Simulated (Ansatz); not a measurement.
Consider Cl-vacancy pair (Cl on one host O site, one O site vacant) in monoclinic HfO2, charge state +3. Calculation: PBE, PAW (plane waves to 420 eV; Ansatz, a quantum-chemistry and plane-wave program).

96-site cell at the relaxed PBE lattice, the Γ point alone, smearing 0.01 eV, spin-restricted, no finite-size correction. Static, classical nuclei. Spin-orbit coupling is left out. The charge state is imposed; whether it is stable for some Fermi level was not computed. Forms of the defect that were not tried may lie lower. The start lies 0.50 eV above the lowest site run (PBE).

Barriers: single points on a 2×2×2 k-point mesh shifted by half a step at the bands' geometries.

The step: one O atom jumps into the vacancy from a nearby O site (Cl-vacancy distance between ideal sites 2.55 → 4.05 Å). Atoms about the jump, Cartesian Å from the middle of the jump, before and after:

```tsv
atom	x0	y0	z0	x1	y1	z1
O1	-0.17	-0.06	1.16	0.17	0.06	-1.16
Hf2	-1.53	-1.33	-0.05	-1.39	-1.22	-0.37
Hf3	0.97	1.63	0.21	1.01	1.65	0.01
O4	2.59	0.42	0.38	2.59	0.41	0.41
O5	-2.59	0.34	0.41	-2.31	0.41	0.44
O6	-0.68	-2.64	1.19	-0.59	-2.24	1.16
O7	2.07	-2.16	-0.67	2.09	-2.17	-0.63
O8	-0.25	-2.59	-1.47	-0.25	-2.68	-1.51
O9	-0.68	2.67	1.05	-0.65	2.58	1.06
O10	-0.07	2.27	-1.61	-0.15	2.65	-1.61
Cl11	-1.78	-0.45	-2.32	-1.86	-0.74	-2.83
Hf12	0.49	-1.51	2.76	0.55	-1.62	2.92
Hf13	1.42	-1.60	-2.61	1.35	-1.51	-2.53
Hf14	-1.78	1.11	2.27	-1.92	1.19	2.35
O15	1.69	2.26	1.99	1.65	2.19	1.96
O16	2.17	-0.37	3.02	2.18	-0.41	3.02
```

### Question
Predict the transition state.

### Answer

| atom | x | y | z |
|---|---|---|---|
| O1 | 0.12 | -0.14 | 0.05 |
| Hf2 | -1.47 | -1.32 | -0.11 |
| Hf3 | 1.01 | 1.65 | 0.12 |
| O4 | 2.73 | 0.51 | 0.36 |
| O5 | -2.52 | 0.35 | 0.48 |
| O6 | -0.66 | -2.53 | 1.26 |
| O7 | 2.11 | -2.20 | -0.67 |
| O8 | -0.25 | -2.66 | -1.47 |
| O9 | -0.68 | 2.60 | 1.07 |
| O10 | -0.10 | 2.43 | -1.64 |
| Cl11 | -1.79 | -0.51 | -2.44 |
| Hf12 | 0.54 | -1.60 | 2.87 |
| Hf13 | 1.39 | -1.59 | -2.56 |
| Hf14 | -1.91 | 1.20 | 2.31 |
| O15 | 1.67 | 2.21 | 1.99 |
| O16 | 2.17 | -0.40 | 2.99 |
It lies 0.76 eV above the start and 0.40 eV above the end. The saddle point's order was not checked.
